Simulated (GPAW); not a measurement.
**How far to go with the plane-wave cutoff: MnRh (P4mm, 2 atoms in the cell)**

```xyz
2
Lattice="3.0366 0.0000 0.0000 0.0000 3.0366 0.0000 0.0000 0.0000 3.0366" Properties=species:S:1:pos:R:3 pbc="T T T"
Mn     0.0000     0.0000     0.0500
Rh     1.5183     1.5183     1.5183
```
Moments meant for the start (each program seeds them in its own way; μB, in the order of the atoms Mn Rh): 4.0 1.0.

Method of the run: PBEsol, GPAW PAW datasets PBEsol (made by gpaw-setup) (plane waves; GPAW).

Base settings: spinpol = true; mode = pw; ecut = 850 eV; xc = PBEsol; kpts = 4 4 4; mesh shift (steps) = 0 0 0; occupations.name = methfessel-paxton; occupations.width = 0.1 eV; occupations.order = 0; nbands = -10.

The second cell is the first with its lattice scaled by 0.98.

The mesh stays at the base's, so the ladder's end is converged at best in this setting alone.

Only quantities that move along the ladder and can be compared are tabulated.

The count of work is k-points × plane waves × bands × iterations; it is no time. Core times come from one kind of shared machine, to one figure; runs under 30 s give none.

The starting cell comes from a database of computed structures (which also holds hypothetical and non-ambient phases and stackings), without a prior relaxation at this level. Its lattice was rescaled by up to half a per cent. One atom was moved a little off its site on purpose. The magnetic order is the one reached from the typed start; others were not searched systematically. In the base run, with a pressure of about -7 GPa the cell is away from its equilibrium volume at this level. Without a gap this mesh is coarse (it stands for a supercell whose shortest vector is 12 Å).

| ecut | free energy less the last step's (meV/atom) | energy of the compressed cell less the first (meV/atom) | pressure (GPa) | largest difference of a force vector from the last step's (eV/Å) | count of work / last | core time / last (rough) |
|---|---|---|---|---|---|---|
| 300 eV | 175.91 | -4.49 | -13.34 | 0.034 | 0.047 | – |
| 340 eV | 91.30 | -5.66 | -11.84 | 0.029 | 0.053 | – |
| 380 eV | 40.85 | -8.01 | -9.99 | 0.028 | 0.067 | – |
| 425 eV | 13.61 | -6.96 | -8.47 | 0.006 | 0.090 | – |
| 470 eV | 3.65 | -7.16 | -7.71 | 0.003 | 0.088 | – |
| 510 eV | 1.28 | -7.29 | -7.52 | 0.003 | 0.10 | – |
| 595 eV | 0.26 | -7.38 | -7.45 | 0.009 | 0.13 | – |
| 680 eV | 0.08 | -7.42 | -7.33 | 0.001 | 0.18 | – |
| 765 eV | 0.00 | -7.39 | -7.31 | 0.006 | 0.20 | – |
| 850 eV | -0.01 | -7.39 | -7.29 | 0.002 | 0.25 | 0.5 |
| 935 eV | 0.00 | -7.42 | -7.43 | 0.007 | 0.30 | 0.5 |
| 1020 eV | -0.01 | -7.39 | -7.44 | 0.016 | 0.31 | 0.4 |
| 1150 eV | -0.01 | -7.40 | -7.37 | 0.005 | 0.37 | 0.5 |
| 1275 eV | -0.01 | -7.41 | -7.24 | 0.010 | 0.45 | 0.6 |
| 1490 eV | -0.01 | -7.40 | -7.21 | 0.011 | 0.58 | 0.9 |
| 1700 eV | 0.00 | -7.40 | -7.29 | 0.002 | 0.66 | 0.7 |
| 2040 eV | 0.00 | -7.40 | -7.37 | 0.000 | 1.0 | 1 |

Coarsest ecut that holds the energy of the compressed cell less the first within 0.5 meV/atom of the last step, with all finer ones: 425 eV, at 0.090 of the last step's count of work; the step before is off by 0.61 meV/atom.

Coarsest ecut that holds the forces within 0.02 eV/Å of the last step, with all finer ones: 425 eV, at 0.090 of the last step's count of work; the step before is off by 0.028 eV/Å.

Coarsest ecut that holds the pressure within 1 GPa of the last step, with all finer ones: 470 eV, at 0.088 of the last step's count of work; the step before is off by 1.1 GPa.

The energy difference between the two cells stays within 1 meV/atom of the last step's from 380 eV on, the total only from 595 eV on: much of the error is common to both cells and cancels.

At the lowest cutoff the pressure lies 6.0 GPa under the last step's, the usual sign of Pulay stress in an incomplete plane-wave basis.
